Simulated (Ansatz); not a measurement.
Take MgTe in the zinc blende structure (space group F-43m, No. 216) as the base.

```
CELL_PARAMETERS angstrom
      0.00000     3.18405     3.18405
      3.18405     0.00000     3.18405
      3.18405     3.18405     0.00000
ATOMIC_POSITIONS crystal
  Mg 0.00000 0.00000 0.00000
  Te 0.25000 0.25000 0.25000
```

Cartesian axes are those of the cell as printed.

All numbers come from Ansatz (a program for electronic structure), LDA, PAW, cutoff 420 eV, spin-orbit coupling left out.

For the base:

| Quantity | Result |
|---|---|
| Band gap | 2.38 eV |

The change: biaxial strain +2.00 %, plane normal [001], relaxed out of plane (Cartesian); in-plane vectors clamped, the third vector and the atoms free.

Task: What happens to the band gap, hole mass, energy relative to the base and out-of-plane strain?

Result: The band gap shrinks by 0.14 eV, from 2.38 eV to 2.24 eV; the hole mass is 0.19 mₑ out of plane, 0.81 mₑ in plane (at Γ); the energy increases by 2.6 meV/atom; the out-of-plane strain amounts to -2.89 %.

With Te present, leaving out spin-orbit coupling can change the band edges. Effective masses come from finite differences of ±0.01 Å⁻¹. No phonon test of stability was made.
